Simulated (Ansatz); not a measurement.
# ZrAl (Cmcm): resistivity and electron-phonon coupling

```
CELL_PARAMETERS angstrom
      1.67105    -5.41914     0.00000
      1.67105     5.41914     0.00000
      0.00000     0.00000     4.24478
ATOMIC_POSITIONS crystal
  Zr 0.16041 0.83959 0.75000
  Zr 0.83959 0.16041 0.25000
  Al 0.42843 0.57157 0.75000
  Al 0.57157 0.42843 0.25000
```

Computed with PBEsol, DFPT electron-phonon coupling, linearised Boltzmann equation (plane waves, PAW, scalar-relativistic; Ansatz, a program for electronic structure). How the cell was made: relaxed with this functional, without spin-orbit coupling.

| Property | Result |
|---|---|
| resistivity at 300 K | 22 (x), 58 (y), 48 (z) μΩ·cm |
| resistivity at 77 K | 3.6 (x), 9.0 (y), 7.1 (z) μΩ·cm |
| electron mean free path at 300 K (weighted by the current that each state carries) | 3.9 (x), 3.8 (y), 4.5 (z) nm |
| electron-phonon coupling λ | 0.50 |
| transport coupling λ_tr | 0.70 (x), 0.52 (y), 0.51 (z) |
| logarithmic mean phonon energy | 15.1 meV |
| density of states at the Fermi level | 1.30 states/(eV·spin·cell) |

A metal at this level (no band gap). Only scattering by harmonic phonons is included (no impurities, grain boundaries, electron-electron scattering or thermal expansion). Spin-orbit coupling is left out. The self-energy correction of the phonons between q points moved λ by about 5 %. Halving the electron mesh (28x28x20) moves the resistivity by up to 5 % at 300 K, the mean free path by up to 7 %, the coupling by up to 4 %. Smearing 0.20 eV; phonons on a 4x4x3 q mesh, which this run doesn't test and which matters most at low temperature.

Computed structure with no diffraction record at hand here (it may be known, metastable or hypothetical): ZrAl (Cmcm).
